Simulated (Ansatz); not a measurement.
The starting structures come from a database of crystals and need not be the phases stable at ambient conditions.

Here is the system:

```xyz
5
Lattice="4.0215 0.0000 0.0000 0.0000 10.7522 0.0000 2.0108 -5.3761 4.1021" Properties=species:S:1:pos:R:3 pbc="T T T"
Rb     2.0108     7.5427     0.0000
Rb     2.0108     3.2095     0.0000
Te     2.0108     0.0000     1.7422
Te     4.0215     5.3761     2.3600
Pt     0.0000     0.0000     0.0000
```

Space group of this cell: Immm. The cell is taken as given.

Transport runs along the normal of the first two printed cell vectors.

The gap is the functional's own. No spin-orbit coupling. Mid-gap values are interpolated on the energy grid.

**Question.** State the band gap and the smallest decay constant κ at mid-gap according to r2SCAN (Ansatz, a first-principles code).

**Answer.** Gap 1.17 eV on a 8×8×8 mesh; κ = 0.168 1/Å, at the zone centre.
